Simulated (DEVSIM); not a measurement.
Device: abrupt GaAs n-p junction, at 400 K.

Layer 1 from the left is GaAs, thickness (μm) 0.100, Nd (cm⁻³) 6.3e15, τn (s) 1.5e-8, τp (s) 1.5e-8. Layer 2 from the left is GaAs, thickness (μm) 0.750, Na (cm⁻³) 1.2e17, τn (s) 1.5e-8, τp (s) 1.5e-8.

Left contact: ohmic. Right contact: ohmic. Voltage is applied to the left contact. Recombination: SRH at mid-gap. Mobility is μmin + (μ − μmin)/(1 + (N/Nref)^α).

This is a model device: material constants are rounded textbook-type values typed into the input, and sizes, dopings and lifetimes were drawn at random. Values at 300 K; Nc and Nv go as T^1.5, mobilities as T to minus their exponent, the gap by Varshni's rule with the affinity fixed.

GaAs: gap (eV) 1.424, affinity (eV) 4.07, permittivity 12.9, Nc (cm⁻³) 4.7e17, Nv (cm⁻³) 9e18, μn (cm²/Vs) 8500, μp (cm²/Vs) 400, μn,min 500, μp,min 20, Nref,n 6e16, Nref,p 1.5e17, αn 0.39, αp 0.38, T exponent of μn 2.1, T exponent of μp 2.2, Varshni α (eV/K) 0.000541, Varshni β (K) 204.

Model (solved in DEVSIM): 1D drift-diffusion, Boltzmann statistics, complete ionisation; no tunnelling, impact ionisation, image-force lowering or self-heating.

Q: What does the simulation give for the potential step across the device at zero bias, the dark forward voltage at 1 A/cm², the dark forward voltage at 100 A/cm²?

A: potential step across the device at zero bias 1.050 V; dark forward voltage at 1 A/cm² 0.655 V; dark forward voltage at 100 A/cm² 0.842 V.
